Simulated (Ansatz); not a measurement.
Coverage and cell size: H on the 1x1 (111) surface of fcc Al, one adsorbate a cell, in each cell the lowest of the starts that converged. Energies against ½ H2(g), without dispersion, zero-point or thermal terms; small cells hold the layer to their symmetry. A negative adsorption energy means that the adsorbate is more stable on the surface than in its reference.

Method: PBE (plane waves to 420 eV, PAW; Ansatz, an electronic-structure program).

| area an adsorbate, end state | atoms | E_ads (eV) | height (Å) | Δ work function (eV) | rough cost |
|---|---|---|---|---|---|
| 7 Å², bonded to 3 Al | 5 | 0.33 | 1.02 | ? | very roughly 40 core-seconds |
| 14 Å², bonded to 3 Al | 9 | 0.27 | 0.95 | -0.16 | roughly 80 core-seconds |
| 28 Å², bonded to Al | 17 | 0.21 | 1.62 | 0.75 | roughly 80 core-seconds |

Q: Some entries are withheld; supply them.

A: 
- 7 Å², bonded to 3 Al, Δ work function (eV): -0.15
